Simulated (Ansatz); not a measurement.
Base system: Cu in the fcc (Cu type) structure (space group Fm-3m, No. 225; a = 3.518 Å; relaxed with 0.1 eV smearing). Axes: x, y, z lie along the cube axes.

The values are results of LDA (Ansatz, an electronic-structure program; PAW; 420 eV plane waves; no spin-orbit coupling), not measurements.

Before the change:

| Property | Result |
|---|---|
| Pressure | 0.0 GPa |

Now apply this change: biaxial strain +2.50 %, plane normal [001], relaxed out of plane (Cartesian); in-plane vectors clamped, the third vector and the atoms free.

Problem. What happens to the pressure, out-of-plane strain and energy relative to the base?

Solution. The pressure (mean of the normal stresses, compression positive) goes from zero to -2.0 GPa; the out-of-plane strain is -3.70 %; the energy rises by 5.7 meV/atom.

No phonon test of stability was made. All final runs are without spin polarisation.
